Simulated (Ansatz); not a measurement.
**La2O3: pressure series**

Base system: La2O3 (space group P-3m1, No. 164; a = 3.906 Å, c = 6.040 Å).

Cell and atoms are relaxed at each pressure.

The values are results of PBEsol (Ansatz, a program for electronic structure), no spin-orbit coupling, not measurements.

Candidates:
(a) pressure 3 GPa
(b) pressure 10 GPa
(c) pressure 7.5 GPa
(d) pressure 0.7 GPa

Before the change:

- c/a ratio: 1.546

Question: Order them by c/a ratio, lowest first.

Answer: (b) pressure 10 GPa (1.483), (c) pressure 7.5 GPa (1.499), (a) pressure 3 GPa (1.527), (d) pressure 0.7 GPa (1.542)

Load acts through the strain it causes; cell and atoms are relaxed under it. Stability against distortions was not tested. No other phases were tried under pressure. The base started in C2/m and relaxed to P-3m1 at this level.
